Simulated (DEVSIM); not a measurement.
Al0.35Ga0.65As/GaAs p-n heterojunction

Device: Al0.35Ga0.65As/GaAs p-n heterojunction, at 400 K.

```tsv
layer (left to right)	material	thickness (μm)	Nd (cm⁻³)	Na (cm⁻³)	τn (s)	τp (s)
1	Al0.35Ga0.65As	0.0540	-	4e16	4e-9	4e-9
2	GaAs	2.00	2.3e17	-	4e-9	4e-9
```

Left contact: ohmic. Right contact: ohmic. Voltage is applied to the left contact. Recombination: SRH at mid-gap, radiative, Auger. Mobility is μmin + (μ − μmin)/(1 + (N/Nref)^α).

This is a model device: material constants are rounded textbook-type values typed into the input, and sizes, dopings and lifetimes were drawn at random. Values at 300 K; Nc and Nv go as T^1.5, mobilities as T to minus their exponent, the gap by Varshni's rule with the affinity fixed.

| parameter | Al0.35Ga0.65As | GaAs |
|---|---|---|
| gap (eV) | 1.8604 | 1.424 |
| affinity (eV) | 3.7935 | 4.07 |
| permittivity | 11.91 | 12.9 |
| Nc (cm⁻³) | 7.44e17 | 4.7e17 |
| Nv (cm⁻³) | 9e18 | 9e18 |
| μn (cm²/Vs) | 3495 | 8500 |
| μp (cm²/Vs) | 176 | 400 |
| μn,min | 500 | 500 |
| μp,min | 20 | 20 |
| Nref,n | 6e16 | 6e16 |
| Nref,p | 1.5e17 | 1.5e17 |
| αn | 0.39 | 0.39 |
| αp | 0.38 | 0.38 |
| T exponent of μn | 2.1 | 2.1 |
| T exponent of μp | 2.2 | 2.2 |
| B (cm³/s) | 2e-10 | 2e-10 |
| Cn (cm⁶/s) | 1e-30 | 1e-30 |
| Cp (cm⁶/s) | 1e-30 | 1e-30 |
| Varshni α (eV/K) | 0.000541 | 0.000541 |
| Varshni β (K) | 204 | 204 |

DEVSIM, 1D drift-diffusion, Boltzmann statistics, complete ionisation; no tunnelling, impact ionisation, image-force lowering or self-heating. Band offsets follow the typed affinities; no thermionic-emission limit at abrupt steps, no polarisation charge.

| Property | Result |
|---|---|
| Potential step across the device at zero bias | 1.296 V |
| Largest field in the device at zero bias | 180000 V/cm |
| Dark forward voltage at 1 A/cm² | 0.949 V |
| Dark forward voltage at 100 A/cm² | 1.124 V |

Dark forward current:

(V (V), J (A/cm²)): (0.05, 1.3e-9); (0.10, 3.6e-9); (0.15, 8.9e-9); (0.20, 2.1e-8); (0.25, 5.0e-8); (0.30, 1.2e-7); (0.35, 3.1e-7); (0.40, 8.3e-7); (0.45, 2.3e-6); (0.50, 6.9e-6); (0.55, 2.2e-5); (0.60, 7.5e-5); (0.65, 0.00027); (0.70, 0.0010); (0.75, 0.0040); (0.80, 0.016); (0.85, 0.064); (0.90, 0.26); (0.95, 1.0); (1.00, 4.1); (1.05, 16); (1.10, 57); (1.15, 180); (1.20, 480); (1.25, 1100); (1.30, 2200)
